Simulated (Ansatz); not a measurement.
**Response to strain in SiC**

Consider SiC in the zinc blende structure (space group F-43m, No. 216; a = 4.3563 Å). Axes: x, y, z lie along the cube axes.

Strains are applied to the cell and any free atomic positions relax; under biaxial strain the out-of-plane vector relaxes too; under stress the whole cell relaxes.

All numbers come from r2SCAN (Ansatz, an electronic-structure program), no spin-orbit coupling.

Notes on the quantities. pressure: mean of the normal stresses, compression positive.

```json
[
 {"change": "base", "band gap": "1.71 eV", "volume per atom": "10.33 Å³", "pressure": "0.00 GPa", "gap character": "–", "smallest direct gap": "5.05 eV"},
 {"change": "biaxial strain −3.17 %, plane normal [001], relaxed out of plane", "band gap": "1.39 eV", "volume per atom": "9.88 Å³", "pressure": "10.89 GPa", "gap character": "indirect, Γ → X", "smallest direct gap": "5.05 eV"},
 {"change": "biaxial strain −1.21 %, plane normal [001], relaxed out of plane", "band gap": "1.59 eV", "volume per atom": "10.16 Å³", "pressure": "3.88 GPa", "gap character": "indirect, Γ → X", "smallest direct gap": "5.05 eV"},
 {"change": "uniaxial strain ε_xx = −5.14 %", "band gap": "1.12 eV", "volume per atom": "9.80 Å³", "pressure": "13.02 GPa", "gap character": "indirect, Γ → M", "smallest direct gap": "5.05 eV"},
 {"change": "uniaxial strain ε_xx = +1.81 %", "band gap": "1.63 eV", "volume per atom": "10.52 Å³", "pressure": "-3.96 GPa", "gap character": "indirect, Γ → X", "smallest direct gap": "5.00 eV"},
 {"change": "uniaxial strain ε_yy = +4.81 %", "band gap": "1.49 eV", "volume per atom": "10.83 Å³", "pressure": "-9.86 GPa", "gap character": "indirect, Γ → X", "smallest direct gap": "4.94 eV"},
 {"change": "uniaxial strain ε_zz = −2.39 %", "band gap": "1.43 eV", "volume per atom": "10.09 Å³", "pressure": "5.71 GPa", "gap character": "indirect, Γ → M", "smallest direct gap": "5.05 eV"},
 {"change": "uniaxial stress, 1 GPa tension along z", "band gap": "1.69 eV", "volume per atom": "10.35 Å³", "pressure": "–", "gap character": "indirect, Γ → X", "smallest direct gap": "5.04 eV"},
 {"change": "tensor shear ε_yz = +0.66 %", "band gap": "(withheld)", "volume per atom": "10.33 Å³", "pressure": "0.03 GPa", "gap character": "indirect, Γ → X", "smallest direct gap": "(withheld)"},
 {"change": "tensor shear ε_xy = +3.31 %", "band gap": "1.15 eV", "volume per atom": "10.32 Å³", "pressure": "0.70 GPa", "gap character": "indirect, Γ → X", "smallest direct gap": "4.21 eV"}
]
```

**Question.** Complete the table.

**Answer.** 
- tensor shear ε_yz = +0.66 %, band gap: 1.64 eV
- tensor shear ε_yz = +0.66 %, smallest direct gap: 4.92 eV

Beyond what the load breaks, stability against distortions was not tested. k-point labels follow each cell's own Brillouin zone.
